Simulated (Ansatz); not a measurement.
The starting structures come from a database of crystals and need not be the phases stable at ambient conditions.

 Where the default PAW files enter, the runs use the earlier of Ansatz's two default sets.

**Evanescent states of SrCuSeF (P4/nmm, not sure to be the ambient phase, 8 atoms a cell, 18.6 Å³ an atom, -2 GPa at this level) along the normal of (100)**

All values below come from r2SCAN (plane waves, PAW; Ansatz, a program for electronic structure).

No gap correction and no spin-orbit coupling; mid-gap values are interpolated between computed energies.

Energies count from the valence-band top; κ is the least over a 8×4 mesh across the current.

```
E (eV)  κ (1/Å)  where
------  -------  -----
0.04      0.058      Γ
0.14      0.095      Γ
0.23      0.117      Γ
0.32      0.132      Γ
0.41      0.143      Γ
0.49      0.151      Γ
0.58      0.156      Γ
0.68      0.159      Γ
0.77      0.161      Γ
0.85      0.160      Γ
0.94      0.158      Γ
1.03      0.154      Γ
1.12      0.149      Γ
1.22      0.141      Γ
1.30      0.130      Γ
1.40      0.116      Γ
1.49      0.097      Γ
1.57      0.069      Γ
```

**Question.** How thick must the barrier be to attenuate the transmission by 10^4 when the electrodes' Fermi level lies at 0.04 eV, and what attenuation does that film give at 0.41 eV?

**Answer.** d = 4 ln 10 / (2 × 0.058) = 79.4 Å. At 0.41 eV it gives 4 × 0.143/0.058 = 9.9 decades.
